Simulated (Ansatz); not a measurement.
Consider Mg2Ge in the anti-fluorite structure (space group Fm-3m, No. 225; a = 6.286 Å). Axes: x, y, z lie along the cube axes.

Computed with LDA, PAW, 420 eV (Ansatz, a program for electronic structure; without spin-orbit coupling).

Strains are applied to the cell and any free atomic positions relax.

One change was made to it. Results:

```csv
quantity,base,after
energy relative to the base (free energy F),0 meV/atom,+3.5 meV/atom
band gap,0.10 eV,zero
```

Question: Name the change that was made.
(A) tensor shear ε_xy = +0.86 %
(B) tensor shear ε_xy = +1.71 %
(C) tensor shear ε_xy = +2.00 %

Answer: B, tensor shear ε_xy = +1.71 %. For comparison, the energy relative to the base in the other runs: tensor shear ε_xy = +2.00 % gives +4.8 meV/atom; tensor shear ε_xy = +0.86 % gives +0.9 meV/atom.

Stability against distortions was not tested. All final runs are without spin polarisation. Gaps under 0.05 eV, about the width of the smearing, are given as zero. A zero or small gap of Mg2Ge can be the functional's error rather than a property of the material.
